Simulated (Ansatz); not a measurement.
## Converging the k-point mesh at a smearing width of 0.3 eV: Sb (R-3m, 2 atoms in the cell)

```xyz
2
Lattice="3.9771 -2.1658 0.0000 3.9771 2.1658 0.0000 2.7977 0.0000 3.5610" Properties=species:S:1:pos:R:3 pbc="T T T"
Sb     2.5581     0.0000     0.8472
Sb     8.2414     0.0000     2.7295
```

Method of the run: PBEsol, PAW files made with PBE (plane waves; Ansatz, an electronic-structure program).

Base settings: basis.ecutwfc = 420 eV; kpoints.mp_grid.grid = 9 9 9; hamiltonian.xc = pbesol; hamiltonian.pseudopotentials = {kind: paw} (the program's default PAW files); scf.occupations.method = fermi_dirac; scf.occupations.width = 0.1 eV.

In this ladder: scf.occupations.width = 0.3 eV.

Only quantities that move along the ladder and can be compared are tabulated.

The count of work is k-points × plane waves × bands × iterations; it is no time. 

The starting cell has typed, rounded lattice constants, without a prior relaxation at this level. Its lattice was rescaled by up to half a per cent. One atom was moved a little off its site on purpose. Ansatz's pressure includes its estimate of the finite-basis (Pulay) stress.

```csv
kpoints.mp_grid.grid,free energy less the last step's (meV/atom),pressure (GPa),largest difference of a force vector from the last step's (eV/Å),count of work / last
3 3 3,-31.80,-0.80,0.303,0.0059
4 4 4,-21.19,-1.38,0.193,0.013
5 5 5,-13.58,-1.40,0.112,0.019
6 6 6,-5.35,-1.29,0.073,0.031
7 7 7,-4.56,-1.32,0.023,0.043
8 8 8,-1.89,-1.30,0.017,0.063
10 10 10,-0.66,-1.29,0.002,0.11
12 12 12,-0.19,-1.28,0.000,0.18
18 18 18,0.00,-1.28,0.000,0.57
22 22 22,0.00,-1.28,0.000,1.0
```

Coarsest kpoints.mp_grid.grid that holds the free energy within 0.5 meV/atom of the last step, with all finer ones: 12 12 12, at 0.18 of the last step's count of work; the step before is off by 0.66 meV/atom.

Coarsest kpoints.mp_grid.grid that holds the pressure within 0.2 GPa of the last step, with all finer ones: 4 4 4, at 0.013 of the last step's count of work; the step before is off by 0.48 GPa.

Coarsest kpoints.mp_grid.grid that holds the forces within 0.02 eV/Å of the last step, with all finer ones: 8 8 8, at 0.063 of the last step's count of work; the step before is off by 0.023 eV/Å.

Keys are those of Ansatz 0.2.
